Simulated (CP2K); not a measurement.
# CP2K run on SrMg3 (I4/mmm, 4 atoms in the cell): self-consistent single point

Method of the run: CP2K with PBEsol, GPW, DZVP-MOLOPT-SR-GTH basis, GTH-PBE potentials (GTH_POTENTIALS).

This input was run:

```
&GLOBAL
  PROJECT scf
  RUN_TYPE ENERGY_FORCE
  PRINT_LEVEL LOW
&END GLOBAL
&FORCE_EVAL
  METHOD Quickstep
  STRESS_TENSOR ANALYTICAL
  &DFT
    BASIS_SET_FILE_NAME BASIS_MOLOPT
    POTENTIAL_FILE_NAME GTH_POTENTIALS
    &QS
      METHOD GPW
      EPS_DEFAULT 1E-11
    &END QS
    &MGRID
      CUTOFF 1000
      REL_CUTOFF 60
      NGRIDS 5
    &END MGRID
    &SCF
      SCF_GUESS ATOMIC
      EPS_SCF 1E-6
      MAX_SCF 100
      ADDED_MOS 8
      &DIAGONALIZATION
        ALGORITHM STANDARD
      &END DIAGONALIZATION
      &MIXING
        METHOD BROYDEN_MIXING
        ALPHA 0.3
        NBUFFER 12
        BETA 1.5
      &END MIXING
      &SMEAR ON
        METHOD FERMI_DIRAC
        ELECTRONIC_TEMPERATURE [K] 1160.45
      &END SMEAR
    &END SCF
    &KPOINTS
      SCHEME MONKHORST-PACK 8 8 8
      GAMMA_CENTERED T
    &END KPOINTS
    &XC
      &XC_FUNCTIONAL
        &PBE
          PARAMETRIZATION PBESOL
        &END PBE
      &END XC_FUNCTIONAL
    &END XC
    &PRINT
      &MO
        EIGENVALUES T
        OCCUPATION_NUMBERS T
        NDIGITS 8
        FILENAME mo
        &EACH
          QS_SCF 0
        &END EACH
        ADD_LAST NUMERIC
      &END MO
      &MULLIKEN OFF
      &END MULLIKEN
    &END PRINT
  &END DFT
  &SUBSYS
    &CELL
      ABC 5.43349600 5.43349561 5.43349487
      ALPHA_BETA_GAMMA 119.88545573 119.88545809 90.19850853
      PERIODIC XYZ
    &END CELL
    &COORD
      SCALED
      Sr       0.00000000     0.00000000     0.00000000
      Mg       0.50000000     0.50000000     0.00000000
      Mg       0.75000000     0.25000000     0.50000000
      Mg       0.25000000     0.75000000     0.50000000
    &END COORD
    &KIND Sr
      BASIS_SET DZVP-MOLOPT-SR-GTH
      POTENTIAL GTH-PBE-q10
    &END KIND
    &KIND Mg
      BASIS_SET DZVP-MOLOPT-SR-GTH
      POTENTIAL GTH-PBE-q10
    &END KIND
  &END SUBSYS
  &PRINT
    &FORCES ON
    &END FORCES
    &STRESS_TENSOR ON
    &END STRESS_TENSOR
  &END PRINT
&END FORCE_EVAL
```

The program printed (abridged):

```
 GLOBAL| Method name                                                        CP2K
 GLOBAL| Project name                                                        scf
 GLOBAL| Run type                                                   ENERGY_FORCE

 TOTAL NUMBERS AND MAXIMUM NUMBERS

  Total number of            - Atomic kinds:                                   2
                             - Atoms:                                          4
                             - Shell sets:                                     4
                             - Shells:                                        21
                             - Primitive Cartesian functions:                 27
                             - Cartesian basis functions:                     42
                             - Spherical basis functions:                     41

  Maximum angular momentum of- Orbital basis functions:                        2
                             - Local part of the GTH pseudopotential:          2
                             - Non-local part of the GTH pseudopotential:      3

 SCF PARAMETERS         Density guess:                                    ATOMIC
                        max_scf:                                             100
                        max_diis:                                              4
                        eps_scf:                                        1.00E-06
                        eps_diis:                                       1.00E-01
                        eps_eigval:                                     1.00E-05
                        level_shift [a.u.]:                             0.000000
                        added MOs                                         8    0
                        Mixing method:                            BROYDEN_MIXING
                                                charge density mixing in g-space
                        Smear method:                                FERMI_DIRAC
                        Electronic temperature [K]:                       1160.5
                        Electronic temperature [a.u.]:                  3.67E-03
                        Accuracy threshold:                             1.00E-10
                        No outer SCF

 Extrapolation method: initial_guess

 Number of electrons:                                                         40
 Number of occupied orbitals:                                                 20
 Number of molecular orbitals:                                                28

 Number of orbital functions:                                                 41
 Number of independent orbital functions:                                     41

 SCF WAVEFUNCTION OPTIMIZATION

  Step     Update method      Time    Convergence         Total energy    Change
     1 NoMix/Diag. 0.30E+00      -     1.69008630      -220.6039681190 -2.21E+02
     2 Broy./Diag. 0.30E+00      -     0.01151607      -220.1696156701  4.34E-01
     3 Broy./Diag. 0.30E+00      -     0.06284601      -220.2172230890 -4.76E-02
     4 Broy./Diag. 0.30E+00      -     0.00222140      -220.1274081646  8.98E-02
     5 Broy./Diag. 0.30E+00      -     0.00134600      -220.0799624607  4.74E-02
     6 Broy./Diag. 0.30E+00      -     0.00056054      -220.0687232336  1.12E-02
     7 Broy./Diag. 0.30E+00      -     0.00033429      -220.0695069577 -7.84E-04
   [... 3 lines left out ...]
    11 Broy./Diag. 0.30E+00      -     0.00001951      -220.0671285159 -6.07E-04
    12 Broy./Diag. 0.30E+00      -     0.00002171      -220.0670200846  1.08E-04
    13 Broy./Diag. 0.30E+00      -     0.00000208      -220.0669957481  2.43E-05
    14 Broy./Diag. 0.30E+00      -     0.00000219      -220.0670082504 -1.25E-05
    15 Broy./Diag. 0.30E+00      -     0.00000022      -220.0670125319 -4.28E-06

  *** SCF run converged in    15 steps ***

  Electronic density on regular grids:        -39.9999999949        0.0000000051
  Core density on regular grids:               39.9999999999       -0.0000000001
  Total charge density on r-space grids:        0.0000000050
  Total charge density g-space grids:           0.0000000050

  Overlap energy of the core charge distribution:               0.00000000000000
  Self energy of the core charge distribution:               -497.80986390984850
  Core Hamiltonian energy:                                    142.34317135801743
  Hartree energy:                                             165.01598686446619
  Exchange-correlation energy:                                -29.61386660512998
  Electronic entropic energy:                                  -0.00244023918700
  Fermi energy:                                                 0.18279058068331

  Total energy:                                              -220.06701253194254
  Total energy (extrapolated to T->0):                       -220.06579241234903

 ENERGY| Total FORCE_EVAL ( QS ) energy [hartree]           -220.067010477703633

 FORCES| Atomic forces [hartree/bohr]
 FORCES|   Atom     x               y               z               |f|
 FORCES|      1 -1.66517033E-13  4.86855604E-14 -1.64374116E-10   1.64374208E-10
 FORCES|      2 -1.12605113E-11  1.30791380E-11  5.09856178E-10   5.10148199E-10
 FORCES|      3 -3.54733129E-05  3.53505396E-05 -3.01099623E-08   5.00801107E-05
 FORCES|      4  3.54733121E-05 -3.53505390E-05  3.12398823E-08   5.00801104E-05
 FORCES| Sum    -1.22117211E-11  1.36768300E-11  1.47540204E-09
 FORCES| Total atomic force                                       1.47551597E-09

 STRESS| Analytical stress tensor [bar]
 STRESS|                        x                   y                   z
 STRESS|      x        1.69002976692E+03   6.74097336740E+02  -7.61630126277E+02
 STRESS|      y        6.74097336740E+02   1.69475938033E+03  -7.64273171363E+02
 STRESS|      z       -7.61630126277E+02  -7.64273171363E+02   2.58686204292E+02
 STRESS| 1/3 Trace                                             1.21449178385E+03
```

The run converged in 15 iterations.

The starting cell comes from a database of computed structures (which also holds hypothetical and non-ambient phases and stackings), without a prior relaxation at this level. Values carry the incompleteness of an atom-centred basis. The potentials were made for another functional than the one used.

Cost on one core of a shared machine: roughly 2 min.
